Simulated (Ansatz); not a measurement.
Start from Ta$_{2}$N in the anti-CdI2 type structure (space group P-3m1, No. 164).

```
CELL_PARAMETERS angstrom
      3.07492     0.00000     0.00000
     -1.53746     2.66296     0.00000
      0.00000     0.00000     4.85092
ATOMIC_POSITIONS crystal
  N  0.00000 0.00000 0.00000
  Ta 0.33333 0.66667 0.25616
  Ta 0.66667 0.33333 0.74384
```

All numbers come from PBE-D3(BJ) (Ansatz, a program for electronic structure), without spin-orbit coupling.

Base values:

Pressure: 0.0 GPa

Perturbation: an isotropic linear strain of +1.72 %, atoms relaxed at fixed cell.

Problem. What happens to the energy relative to the base?

Solution. The energy goes up by 30 meV/atom.

Problem. What does the calculation give for the pressure after the change?

Solution. The pressure (mean of the normal stresses, compression positive) goes from zero to -13.2 GPa.

Problem. What happens to the largest internal atomic displacement?

Solution. The largest internal atomic displacement comes out as 0.011 Å.

Whether these cells are dynamically stable was not tested. The final runs are not spin-polarised. An odd electron count without spin: Ta2N.
